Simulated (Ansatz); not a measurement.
Consider HfC in the rock salt structure (space group Fm-3m, No. 225; a = 4.607 Å; relaxed with 0.1 eV smearing). Axes: x, y, z lie along the cube axes.

The values are results of Ansatz (a first-principles code), PBEsol, PAW, cutoff 420 eV, no spin-orbit coupling, not measurements.

Base values:

| Quantity | Result |
|---|---|
| Pressure | 0.0 GPa |
| Shortest interatomic distance | 2.304 Å |

One thing is altered: tensor shear ε_xy = +0.86 % (engineering shear γ = 0.0172); the atoms relax in the strained cell.

**Question.** Predict the new energy relative to the base.

**Answer.** The energy goes up by 2.0 meV/atom.

**Question.** Estimate the effect on the pressure.

**Answer.** The pressure (mean of the normal stresses, compression positive) is still 0.0 GPa.

**Question.** What does the calculation give for the shortest interatomic distance after the change?

**Answer.** The shortest interatomic distance remains 2.304 Å.

Whether these cells are dynamically stable was not tested. All final runs are without spin polarisation.
